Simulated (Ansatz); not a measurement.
Results of r²SCAN+rVV10 (PAW; Ansatz, a program for electronic structure) for LaN (model structure, started from the GeS type, Pnma, No. 62, 8 atoms in the cell).

Settings: plane-wave cutoff 560 eV, 4×10×8 k mesh (along the axes of the cell as run), Fermi–Dirac smearing 0.01 eV, scalar-relativistic PAW data made under PBE.

Cell (relaxed at this level):

```
LaN
1.0
   10.57757     0.00000     0.00000
    0.00000     3.74181     0.00000
    0.00000     0.00000     3.74130
La N
4 4
Direct
  0.12470   0.25000   0.25556
  0.37530   0.75000   0.75556
  0.87530   0.75000   0.74444
  0.62470   0.25000   0.24444
  0.87644   0.25000   0.26323
  0.62356   0.75000   0.76323
  0.12356   0.75000   0.73677
  0.37644   0.25000   0.23677
```

### Question
Give the computed band gap, smallest direct gap on the k points sampled and direct gap at Γ.

### Answer

* **band gap**: 0.17 eV
* **smallest direct gap on the k points sampled**: 0.19 eV
* **direct gap at Γ**: 0.26 eV

Note: the relaxation could raise the start's symmetry but not lower it, so the cell can be a saddle point.

Spin–orbit coupling is not included; it can close the smallest gap of 0.17 eV.

Computed values are for the static lattice.

The result took very roughly 2.7 core-minutes.

A model structure was made by putting elements into a prototype or built by hand; it is no filed structure, need not be a known phase, and can be a saddle point held by its symmetry.
